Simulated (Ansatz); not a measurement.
Band structure of LaGe3Os (I4mm, 5 atoms in the cell).

```
CELL_PARAMETERS angstrom
     -2.22445     2.22445     5.09051
      2.22445    -2.22445     5.09051
      2.22445     2.22445    -5.09051
ATOMIC_POSITIONS crystal
  La 0.99834 0.99834 0.00000
  Ge 0.42564 0.42564 0.00000
  Ge 0.25966 0.75966 0.50000
  Ge 0.75966 0.25966 0.50000
  Os 0.65869 0.65869 0.00000
```

Method of the run: LDA (PW92), PAW files made with PBE (plane waves; Ansatz, an electronic-structure program).

Settings: kpoints.mp_grid.grid = 6 6 6; hamiltonian.xc = lda; hamiltonian.pseudopotentials = {kind: paw} (the program's default PAW files); scf.occupations.method = fermi_dirac; scf.occupations.width = 0.1 eV; kpoints.band_path.npoints = 8.

The starting cell comes from a database of computed structures (which also holds hypothetical and non-ambient phases and stackings), without a prior relaxation at this level. Spin-orbit coupling is off. Spin polarisation is off.

Levels in eV from the Fermi level, bands 32 to 39:
```
point     32     33     34     35    36    37    38    39
-----  -----  -----  -----  -----  ----  ----  ----  ----
Γ      -1.80  -0.68  -0.68   0.23  0.23  1.69  2.02  2.03
X      -2.15  -2.00  -0.91  -0.85  1.78  1.88  2.01  2.06
Y      -1.90  -1.69  -0.93  -0.60  1.71  1.87  1.96  2.07
S      -1.82  -1.75  -0.98   0.42  1.35  1.82  1.98  2.03
Z      -1.74  -1.53   0.11   1.07  1.07  1.16  1.64  2.03
S1     -1.82  -1.75  -0.98   0.42  1.35  1.82  1.98  2.03
N      -1.91  -1.46  -0.92   0.01  0.85  1.66  2.04  2.06
P      -1.80  -1.51  -1.51  -1.04  1.65  1.93  1.93  2.07
Y1     -1.90  -1.69  -0.93  -0.60  1.71  1.87  1.96  2.07
```

Bands cross the Fermi level along this path, so the cell is metallic at this level.

Keys are those of Ansatz 0.2.
